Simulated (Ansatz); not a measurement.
**LiBH4, response to strain**

The reference is LiBH$_{4}$ (space group P6_3mc, No. 186; a = 4.186 Å, c = 7.230 Å; a cell from a computed database, its experimental status unchecked). Axes: x lies along a and z along c of the hexagonal cell.

Strains are applied to the cell and any free atomic positions relax; under biaxial strain the out-of-plane vector relaxes too; under stress the whole cell relaxes.

Method: r2SCAN, PAW, 500 eV (Ansatz, an electronic-structure program; no spin-orbit coupling).

Notes on the quantities. band gap: an upper bound: an edge found on the path is not a true extremum; the base alone.

```csv
case,band gap,shortest interatomic distance,space group
base,7.31 eV,121.2 pm,P6_3mc (No. 186)
"biaxial strain +2.43 %, plane normal [001], relaxed out of plane",7.40 eV,121.2 pm,P6_3mc (No. 186)
"uniaxial stress, 0.5 GPa tension along x",6.75 eV,121.4 pm,Cmc2_1 (No. 36)
"uniaxial stress, 5 GPa compression along x",6.44 eV,120.8 pm,Cmc2_1 (No. 36)
```

Stability under load was not tested beyond the relaxation. Under uniaxial stress, 0.5 GPa tension along x the cell changed shape so far that it is another structure.
